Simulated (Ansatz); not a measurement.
Take Hf in the hcp (Mg type) structure (space group P6_3/mmc, No. 194; a = 3.198 Å, c = 5.049 Å; relaxed with 0.1 eV smearing) as the base. Axes: x lies along a and z along c of the hexagonal cell.

Method: Kohn–Sham DFT with the r2SCAN functional, run in Ansatz (an electronic-structure program) with PAW and 500 eV plane waves, scalar-relativistic without spin-orbit coupling.

Perturbation: the cell is stretched by 2.00 % along x with no lateral relaxation, atoms relaxed at fixed cell.

Question: Predict the stress tensor and what it implies for the stiffness.

Answer: Stress of the strained cell less that of the base (GPa, compression positive):
```
   -3.5     0.0     0.0
    0.0    -1.5     0.0
    0.0     0.0    -1.3
```

Then −Δσ_ii/ε with ε = 0.0200 gives secant stiffness values (nonlinear terms included at this strain): C11 ≈ 175 GPa, C12 ≈ 75 GPa and C13 ≈ 64 GPa.

As a check, the harmonic strain energy −½ V₀ Δσ:ε is 4.9 meV/atom; the computed energy rise is 5.0 meV/atom.

No phonon test of stability was made. All final runs are without spin polarisation.
